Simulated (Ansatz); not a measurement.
System: interstitial Cu in amorphous Si27O54 (a melt-quenched model of 81 atoms) (charge state +1). The step: Cu moves alone to another site; the atom moves 2.53 Å along (0.10, -0.01, -0.22) of the unit cell; the moving atom starts with neighbours O at 1.88, O at 1.91 Å and ends with 2 O at 1.83 Å. A PBE band in Ansatz (plane-wave PAW, the Γ point alone, 81 host sites, 37 SCF runs with any check of the saddle's order, static, no finite-size correction) gives a forward barrier of 0.40 eV. The saddle point's order was not checked. The charge state is imposed; whether it is stable for some Fermi level was not computed. Sites that were not tried may lie lower.

Single points at the band's start and saddle point can refine it. Rough cost of one point, in units of the band's mean SCF on the same machine:

```tsv
Level	Cost of one point
PBE, a 2×2×2 k-point mesh shifted by half a step	about 7
r2SCAN at 500 eV, the Γ point alone	about 3
```

Q: Which of these move the barrier by more than 0.1 eV, and how far does each move it?

A: Not one does. PBE, a 2×2×2 k-point mesh shifted by half a step: 0.00 eV; r2SCAN at 500 eV, the Γ point alone: -0.01 eV. Each functional is compared with PBE at the same k-points.

Ansatz is a first-principles code.
